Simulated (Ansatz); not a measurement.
The starting structures come from a database of crystals and need not be the phases stable at ambient conditions.

Given:

```
FH3Si
1.0
    4.62682     0.11869     0.00000
   -0.95033     7.52901     0.00000
    0.00000     0.00000     7.57058
Si H F
4 12 4
Direct
  0.19874   0.09006   0.76876
  0.80126   0.90994   0.23124
  0.30126   0.40994   0.26876
  0.69874   0.59006   0.73124
  0.99615   0.22914   0.78096
  0.00385   0.77086   0.21904
  0.50385   0.27086   0.28096
  0.49615   0.72914   0.71904
  0.45009   0.11944   0.89014
  0.54991   0.88056   0.10986
  0.04991   0.38056   0.39014
  0.95009   0.61944   0.60986
  0.78848   0.55898   0.91627
  0.21152   0.44102   0.08373
  0.71152   0.94102   0.41627
  0.28848   0.05898   0.58373
  0.01377   0.90533   0.83197
  0.98623   0.09467   0.16803
  0.48623   0.59467   0.33197
  0.51377   0.40533   0.66803
```

Space group of this cell: P2_1/c. The cell was relaxed by PBE-D3(BJ); by r2SCAN its mean pressure is -1.2 GPa.

Transport runs along the normal of the first two printed cell vectors.

The gap is the functional's own, uncorrected, and κ follows it; spin-orbit coupling is left out. Mid-gap values are interpolated between the computed energies.

Q: Give the band gap and the smallest decay constant κ at mid-gap that r2SCAN in Ansatz (a first-principles code) yields.

A: Gap 6.40 eV on a 8×4×4 mesh; κ = 0.571 1/Å, at (0.500, 0.500) of the in-plane reciprocal vectors. At the zone centre, at the nearest computed energy, the slowest state has κ = 0.60 1/Å.
